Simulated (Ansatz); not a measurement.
**A computed series for Sn: response to strain**

Base system: Sn in the diamond structure (space group Fd-3m, No. 227; a = 6.569 Å). Axes: x, y, z lie along the cube axes.

Strains are applied to the cell and any free atomic positions relax; under biaxial strain the out-of-plane vector relaxes too.

Computed with Kohn–Sham DFT with the r2SCAN functional, run in Ansatz (a program for electronic structure) with PAW and 500 eV plane waves, without spin-orbit coupling, earlier PAW set.

Candidates:
(a) isotropic strain +1.72 %
(b) isotropic strain −1.86 %
(c) strain tensor (xx, yy, zz, yz, xz, xy) = (−1.13, −1.21, −1.05, −0.87, +0.11, −0.08) %
(d) biaxial strain +1.39 %, plane normal [111], relaxed out of plane

Notes on the quantities. energy relative to the base: free energy F.

**Question.** Order them by energy relative to the base, highest first.

**Answer.** (b) isotropic strain −1.86 % (+16 meV/atom), (a) isotropic strain +1.72 % (+12 meV/atom), (c) strain tensor (xx, yy, zz, yz, xz, xy) = (−1.13, −1.21, −1.05, −0.87, +0.11, −0.08) % (+6.8 meV/atom), (d) biaxial strain +1.39 %, plane normal [111], relaxed out of plane (+3.9 meV/atom)

No phonon test of stability was made.
